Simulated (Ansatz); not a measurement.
The reference is Nb2SnC (space group P6_3/mmc, No. 194; a = 3.230 Å, c = 13.762 Å; a cell from a computed database, its experimental status unchecked). Axes: x lies along a and z along c of the hexagonal cell.

Method: Ansatz (a first-principles code) PBEsol, no spin-orbit coupling.

The change: the cell is scaled by 0.9751 in all directions; the atoms relax in the strained cell.

**Question.** Predict the stress tensor and what it implies for the stiffness.

**Answer.** Stress of the strained cell less that of the base (GPa, compression positive):
```
   15.8     0.0     0.0
    0.0    15.8     0.0
    0.0     0.0    17.0
```

Then B = −ΔP/(ΔV/V₀) with ΔV/V₀ = -0.0729 gives secant stiffness values (nonlinear terms included at this strain): B (at held cell shape, above the free-shape value) ≈ 222 GPa.

As a check, the harmonic strain energy −½ V₀ Δσ:ε is 59 meV/atom; the computed energy rise is 53 meV/atom.

No phonon test of stability was made. The final runs are not spin-polarised.
